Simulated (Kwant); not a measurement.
Device: wire with a row of barriers in a Ge (holes) two-dimensional gas. Effective mass 0.06 mₑ, grid spacing 2 nm, hard walls, nominal width 40 nm (19 grid rows, so walls 40 nm apart), one parabolic valley, scattering region 200 nm long along x; energies count from the band bottom; Fermi energy swept from 0.0031336 to 0.037211 eV. 2 barrier(s) across the wire, height 0.66 eV, thickness 4 nm (about 2 grid columns), spaced by 12 nm.

Constants are typed, rounded textbook-type inputs, not results; the design itself was drawn at random and stands for no fabricated device.

Model: effective-mass tight-binding model on a square grid, one spin, coherent transport at 0 K (Kwant). Conductance is in e²/h.

Task: How many channels do the leads carry at E = 29.9, 32.3 meV?

Result: The hard-wall thresholds are n² ħ²π²/(2mW²) = n² × 3.92 meV with W = 40 nm. √(29.9/3.92) = 2.76, so 2. √(32.3/3.92) = 2.87, so 2.
